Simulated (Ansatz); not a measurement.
## hcp Hf (0 0 1) on cubic KTaO3 (1 1 1) (film strained to the substrate, started from cuts of the bulks and a machine-learned relaxation; slabs K6O18Ta5 and Hf12, which can lie off the formulas)

A periodic stack without vacuum, hcp Hf (0 0 1) on cubic KTaO3 (1 1 1) (film strained to the substrate, started from cuts of the bulks and a machine-learned relaxation; slabs K6O18Ta5 and Hf12, which can lie off the formulas): substrate slab K6O18Ta5, film Hf12, surface cells [[1, -1], [0, 1]] and [[1, -1], [1, 2]], film strained by +2.5 and +2.5 %, outermost planes KO/KO and Hf/Hf as cut, which need not be the usual terminations and can put a slab off its formula.

The start was prepared with a machine-learned potential, and the result is one local minimum, with the in-plane cell held and forces under 0.04 eV/Å; the film can end far from its bulk form.

Calculation: PBE (plane waves to 420 eV, PAW; Ansatz, a program for electronic structure). No spin–orbit coupling; the runs are not spin-polarised; PBE gaps are too small against experiment. Its k-point mesh 5×5×1, Fermi–Dirac width 0.05 eV.

- interface area: 28.1 Å²
- period: 23.19 Å
- heights between the nearest atoms of the two slabs at the two interfaces: 1.01 and 1.01 Å
- Hf–K contacts across the interfaces within 1.22 times the sum of covalent radii: 18, mean 3.76 Å
- Hf–O contacts across the interfaces within 1.22 times the sum of covalent radii: 12, mean 2.16 Å
- Hf–Ta contacts across the interfaces within 1.22 times the sum of covalent radii: 8, mean 3.87 Å

```yaml
crystal:
  lattice:
    - [5.69130, 0.00039, 0.06766]
    - [-2.84490, 4.92806, -0.12544]
    - [-0.19626, 1.21408, 23.16697]
  atoms:
    - { symbol: K, position: [0.60033, 0.03929, 0.04579] }
    - { symbol: O, position: [0.61603, 0.56029, 0.03475] }
    - { symbol: O, position: [0.08127, 0.02001, 0.03144] }
    - { symbol: O, position: [0.08507, 0.55566, 0.03050] }
    - { symbol: K, position: [0.25621, 0.36031, 0.14190] }
    - { symbol: Ta, position: [0.92508, 0.69929, 0.09466] }
    - { symbol: O, position: [0.25765, 0.86125, 0.13864] }
    - { symbol: O, position: [0.75770, 0.36107, 0.13915] }
    - { symbol: O, position: [0.76021, 0.86200, 0.14032] }
    - { symbol: K, position: [0.91281, 0.67768, 0.24258] }
    - { symbol: Ta, position: [0.58391, 0.01790, 0.19393] }
    - { symbol: O, position: [0.91169, 0.17821, 0.24154] }
    - { symbol: O, position: [0.41221, 0.67829, 0.24110] }
    - { symbol: O, position: [0.41225, 0.17768, 0.24089] }
    - { symbol: K, position: [0.57019, 0.99569, 0.34154] }
    - { symbol: Ta, position: [0.24155, 0.33683, 0.29207] }
    - { symbol: O, position: [0.57140, 0.49496, 0.34254] }
    - { symbol: O, position: [0.07081, 0.99508, 0.34299] }
    - { symbol: O, position: [0.07066, 0.49575, 0.34319] }
    - { symbol: K, position: [0.22684, 0.31346, 0.44214] }
    - { symbol: Ta, position: [0.89919, 0.65582, 0.39020] }
    - { symbol: O, position: [0.22541, 0.81249, 0.44547] }
    - { symbol: O, position: [0.72578, 0.31279, 0.44503] }
    - { symbol: O, position: [0.72203, 0.81105, 0.44370] }
    - { symbol: K, position: [0.88366, 0.63562, 0.53832] }
    - { symbol: Ta, position: [0.55819, 0.97468, 0.48945] }
    - { symbol: O, position: [0.86749, 0.11096, 0.54918] }
    - { symbol: O, position: [0.39987, 0.65436, 0.55273] }
    - { symbol: O, position: [0.40082, 0.12075, 0.55365] }
    - { symbol: Hf, position: [0.90633, 0.48458, 0.68424] }
    - { symbol: Hf, position: [0.53871, 0.94632, 0.62376] }
    - { symbol: Hf, position: [0.20795, 0.29019, 0.59716] }
    - { symbol: Hf, position: [0.42930, 0.53627, 0.73479] }
    - { symbol: Hf, position: [0.98920, 0.00612, 0.71514] }
    - { symbol: Hf, position: [0.51478, 0.06668, 0.77220] }
    - { symbol: Hf, position: [0.96852, 0.60831, 0.81189] }
    - { symbol: Hf, position: [0.49397, 0.66860, 0.86898] }
    - { symbol: Hf, position: [0.05382, 0.13863, 0.84932] }
    - { symbol: Hf, position: [0.27520, 0.38366, 0.98681] }
    - { symbol: Hf, position: [0.94529, 0.72820, 0.96038] }
    - { symbol: Hf, position: [0.57661, 0.18960, 0.89978] }
```
